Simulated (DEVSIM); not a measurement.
Structure: abrupt InP p-n junction, at 300 K.

```csv
layer (left to right),material,thickness (μm),Nd (cm⁻³),Na (cm⁻³),τn (s),τp (s)
1,InP,62.0,-,1.4e15,1.4e-9,1.4e-9
2,InP,22.0,1.4e16,-,1.4e-9,1.4e-9
```

Left contact: ohmic. Right contact: ohmic. Voltage is applied to the left contact. Recombination: SRH at mid-gap, Auger. Mobility is μmin + (μ − μmin)/(1 + (N/Nref)^α).

Constants are typed, rounded textbook-type inputs, not results; the design itself was drawn at random and stands for no fabricated device. Values at 300 K.

```csv
parameter,InP
gap (eV),1.344
affinity (eV),4.38
permittivity,12.5
Nc (cm⁻³),5.7e17
Nv (cm⁻³),1.1e19
μn (cm²/Vs),5200
μp (cm²/Vs),170
"μn,min",400
"μp,min",10
"Nref,n",3e17
"Nref,p",4.9e17
αn,0.47
αp,0.62
Cn (cm⁶/s),9e-31
Cp (cm⁶/s),9e-31
```

DEVSIM, 1D drift-diffusion, Boltzmann statistics, complete ionisation; no tunnelling, impact ionisation, image-force lowering or self-heating.

Task: Tabulate band edges, carrier densities and field at 1.0 V on the left contact.

Result: Energies count from the Fermi level of the right contact; mesh points crowd at the junctions.

```json
[
 {"x (μm)": "0.000", "Ec (eV)": "0.112", "Ev (eV)": "-1.232", "n (cm⁻³)": "< 1e2", "p (cm⁻³)": "1.4e15", "field (V/cm)": "28"},
 {"x (μm)": "0.05124", "Ec (eV)": "0.112", "Ev (eV)": "-1.232", "n (cm⁻³)": "2400000", "p (cm⁻³)": "1.4e15", "field (V/cm)": "28"},
 {"x (μm)": "0.2216", "Ec (eV)": "0.113", "Ev (eV)": "-1.231", "n (cm⁻³)": "1.0e7", "p (cm⁻³)": "1.4e15", "field (V/cm)": "28"},
 {"x (μm)": "0.7457", "Ec (eV)": "0.114", "Ev (eV)": "-1.230", "n (cm⁻³)": "3.3e7", "p (cm⁻³)": "1.4e15", "field (V/cm)": "28"},
 {"x (μm)": "3.602", "Ec (eV)": "0.122", "Ev (eV)": "-1.222", "n (cm⁻³)": "1.6e8", "p (cm⁻³)": "1.4e15", "field (V/cm)": "28"},
 {"x (μm)": "11.81", "Ec (eV)": "0.145", "Ev (eV)": "-1.199", "n (cm⁻³)": "9.0e8", "p (cm⁻³)": "1.4e15", "field (V/cm)": "28"},
 {"x (μm)": "35.67", "Ec (eV)": "0.210", "Ev (eV)": "-1.134", "n (cm⁻³)": "8.6e10", "p (cm⁻³)": "1.4e15", "field (V/cm)": "27"},
 {"x (μm)": "56.43", "Ec (eV)": "0.264", "Ev (eV)": "-1.080", "n (cm⁻³)": "4.9e12", "p (cm⁻³)": "1.4e15", "field (V/cm)": "20"},
 {"x (μm)": "60.24", "Ec (eV)": "0.270", "Ev (eV)": "-1.074", "n (cm⁻³)": "1.1e13", "p (cm⁻³)": "1.4e15", "field (V/cm)": "11"},
 {"x (μm)": "61.48", "Ec (eV)": "0.268", "Ev (eV)": "-1.076", "n (cm⁻³)": "1.7e13", "p (cm⁻³)": "1.3e15", "field (V/cm)": "-230"},
 {"x (μm)": "61.85", "Ec (eV)": "0.216", "Ev (eV)": "-1.127", "n (cm⁻³)": "1.3e14", "p (cm⁻³)": "1.7e14", "field (V/cm)": "-3700"},
 {"x (μm)": "61.99", "Ec (eV)": "0.143", "Ev (eV)": "-1.201", "n (cm⁻³)": "2.3e15", "p (cm⁻³)": "9.7e12", "field (V/cm)": "-7600"},
 {"x (μm)": "62.03", "Ec (eV)": "0.115", "Ev (eV)": "-1.229", "n (cm⁻³)": "6.5e15", "p (cm⁻³)": "3.3e12", "field (V/cm)": "-4900"},
 {"x (μm)": "62.13", "Ec (eV)": "0.097", "Ev (eV)": "-1.247", "n (cm⁻³)": "1.3e16", "p (cm⁻³)": "1.4e12", "field (V/cm)": "-320"},
 {"x (μm)": "62.71", "Ec (eV)": "0.096", "Ev (eV)": "-1.248", "n (cm⁻³)": "1.4e16", "p (cm⁻³)": "6.3e11", "field (V/cm)": "≈ 0"},
 {"x (μm)": "64.28", "Ec (eV)": "0.096", "Ev (eV)": "-1.248", "n (cm⁻³)": "1.4e16", "p (cm⁻³)": "7.7e10", "field (V/cm)": "≈ 0"},
 {"x (μm)": "69.48", "Ec (eV)": "0.096", "Ev (eV)": "-1.248", "n (cm⁻³)": "1.4e16", "p (cm⁻³)": "7.4e7", "field (V/cm)": "≈ 0"},
 {"x (μm)": "78.73", "Ec (eV)": "0.096", "Ev (eV)": "-1.248", "n (cm⁻³)": "1.4e16", "p (cm⁻³)": "350", "field (V/cm)": "≈ 0"},
 {"x (μm)": "82.90", "Ec (eV)": "0.096", "Ev (eV)": "-1.248", "n (cm⁻³)": "1.4e16", "p (cm⁻³)": "< 1e2", "field (V/cm)": "≈ 0"},
 {"x (μm)": "83.68", "Ec (eV)": "0.096", "Ev (eV)": "-1.248", "n (cm⁻³)": "1.4e16", "p (cm⁻³)": "< 1e2", "field (V/cm)": "≈ 0"},
 {"x (μm)": "83.91", "Ec (eV)": "0.096", "Ev (eV)": "-1.248", "n (cm⁻³)": "1.4e16", "p (cm⁻³)": "< 1e2", "field (V/cm)": "≈ 0"},
 {"x (μm)": "84.00", "Ec (eV)": "0.096", "Ev (eV)": "-1.248", "n (cm⁻³)": "1.4e16", "p (cm⁻³)": "< 1e2", "field (V/cm)": "≈ 0"}
]
```
